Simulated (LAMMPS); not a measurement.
MD of Ni3Al (L1_2) at zero pressure, 864 atoms, as a liquid; each row is its own run.

All values are model results, not measurements: classical MD, pair style meam, file MoCoNiVFeAlCr_2nn.meam (LAMMPS).

| T (K) | D(Al) (cm²/s) |
|---|---|
| 1480 | 6.41e-6 |
| 1650 | 1.20e-5 |
| 2060 | 3.89e-5 |
| 2310 | 4.93e-5 |

Q: Fit an Arrhenius law, ln y = a + b / x, to these rows (x is the first column, y the second) and predict the run at x = 1820.

A: Least squares gives a = -6.0561 and b = -8698. The slope times kB gives an activation energy of 0.75 eV. At x = 1820 the fit predicts 1.97e-5 cm²/s. The run itself gave (2.31 ± 0.07) × 10^-5 cm²/s, so the fit is 15 % low.

Caution (rows 1480; 1650; 1820): this liquid lies under the melting point of about 2000 K that MEAM MoCoNiVFeAlCr_2nn.meam gives, so it is undercooled.

Errors of D are the spread over four groups of atoms in one short run; a floor of about 5 %, a picked value, is safer.
